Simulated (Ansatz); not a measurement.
Cost and result by functional for the adsorption energy of OH on the 1x1 (111) surface of fcc Al, one in a 2x2 cell, started at the site 'hollow Al-Al-Al over Al at depth 2.3 Å', in Ansatz (plane waves, PAW). Single points on the PBE structure, on one kind of machine; costs are rough ratios of the slab run's core time (references not counted) to the cheapest single point. r2SCAN's cost holds its higher cutoff (500 against 420 eV). Differences are taken against r2SCAN for comparison alone: no measured value is at hand, so the table doesn't rank accuracy.

Model: 18-atom slab, 7.0 Å thick at the start under the adsorbate (thin: gaps and levels are the slab's own), 6x6x1 mesh, Fermi-Dirac 0.1 eV, dipole correction, 8 atoms held, the rest relaxed; held to the start's symmetry, so lower structures may exist; spin-polarised, no spin-orbit, no U, no dispersion correction. The starting moment vanished. At the end it is bonded to 2 Al. In PBE it is, or lies within 0.03 eV of, the lowest of the starts that converged. These notes are the PBE run's. r2SCAN: The program's check for a lower electronic state was not made. Adsorption energies are against H2O(g) − ½ H2(g). A negative adsorption energy means that the adsorbate is more stable on the surface than in its reference.

| functional | relative cost | adsorption energy (eV) | less r2SCAN (eV) |
|---|---|---|---|
| RPBE | 1 | -0.55 | 0.34 |
| r2SCAN | 3 | -0.89 | 0.00 |
| PBE (the relaxed run's value) | – | -0.73 | 0.16 |

The values span 0.34 eV, while the single points' costs differ by a factor of roughly 3. Differences are of unrounded values.

Ansatz is an electronic-structure program.
